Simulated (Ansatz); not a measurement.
The parent structure is CdTe in the zinc blende structure (space group F-43m, No. 216).

```
CdTe
1.0
    0.00000     3.27881     3.27881
    3.27881     0.00000     3.27881
    3.27881     3.27881     0.00000
Te Cd
1 1
Cartesian
  4.91821   4.91821   4.91821
  0.00000   0.00000   0.00000
```

Cartesian axes are those of the cell as printed.

Calculations: DFT with r2SCAN, PAW potentials and a 500 eV plane-wave cutoff in Ansatz (an electronic-structure program), no SOC.

Before the change:

```
Property                             Value
---------------------  -------------------
Valence-band top at Γ  0.00, 0.00, 0.00 eV
Band gap                           1.17 eV
```

Now apply this change: tensor shear ε_xy = +1.19 % (engineering shear γ = 0.0238), atoms relaxed at fixed cell.

Problem. Predict the new valence-band top at Γ.

Solution. The valence-band top at Γ (three highest levels, from the VBM) changes from 0.00, 0.00, 0.00 eV to 0.00, -0.07, -0.12 eV.

Problem. Predict the new stress.

Solution. The stress (xx, yy, zz, yz, xz, xy; compression positive) is (0.00, 0.00, -0.01, 0.00, 0.00, -0.47) GPa.

Problem. What happens to the band gap?

Solution. The band gap decreases by 0.07 eV (1.17 eV → 1.10 eV).

Problem. Estimate the effect on the largest internal atomic displacement.

Solution. The largest internal atomic displacement comes out as 0.015 Å.

With Te present, leaving out spin-orbit coupling can change the band edges. The cells carry an imposed strain or load. No phonon test of stability was made.
